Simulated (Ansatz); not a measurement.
The parent structure is SrTiO3 in the cubic perovskite structure (space group Pm-3m, No. 221; a = 3.908 Å). Axes: x, y, z lie along the cube axes.

Method: plane-wave PAW DFT at the r2SCAN level (Ansatz, a program for electronic structure, 500 eV), scalar-relativistic without spin-orbit coupling, earlier PAW set.

A first run, uniaxial strain ε_zz = +1.08 %, gives secant values C11 ≈ 330 GPa and C12 ≈ 110 GPa from its stress. A second run applies uniaxial stress, 8 GPa compression along x.

Q: What does linear elasticity predict for Young's modulus in the second run, and what does the run give?

A: Linear elasticity: (C11 − C12)(C11 + 2 C12)/(C11 + C12) = 280 GPa. The run gives 340 GPa; any difference comes from nonlinear terms at these strains and numerical noise.

Stability under load was not tested beyond the relaxation. All final runs are without spin polarisation. Many cubic perovskites are stable only at high temperature; tilts and polar distortions were not tested.
